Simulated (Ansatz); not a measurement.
BaTiO3: pressure series

Start from BaTiO₃ (space group P4mm, No. 99; a = 3.9728 Å, c = 4.1123 Å).

Cell and atoms are relaxed at each pressure.

All numbers come from Ansatz (a first-principles code), r2SCAN, PAW, cutoff 500 eV, without spin-orbit coupling, earlier PAW set.

```
pressure (GPa)  volume per atom (Å³/atom)
--------------  -------------------------
-2                                 13.232
-1                                 13.100
0                                  12.981
1.8                                     ?
4.2                                12.574
9                                  12.218
```

Q: Fit the third-order Birch–Murnaghan form P(V) = (3B₀/2)[(V₀/V)^(7/3) − (V₀/V)^(5/3)]·[1 + (3/4)(B₀′ − 4)((V₀/V)^(2/3) − 1)] (squares taken in P) to the rows shown and predict the withheld row.

A: Least squares on the printed values gives V₀ = 12.982 Å³/atom, B₀ = 114 GPa, B₀′ = 8.8; this predicts 12.792 Å³/atom, and the run gives 12.792 Å³/atom, in agreement.

Load acts through the strain it causes; cell and atoms are relaxed under it. Stability against distortions was not tested. Competing high-pressure phases were not computed. The final runs are not spin-polarised.
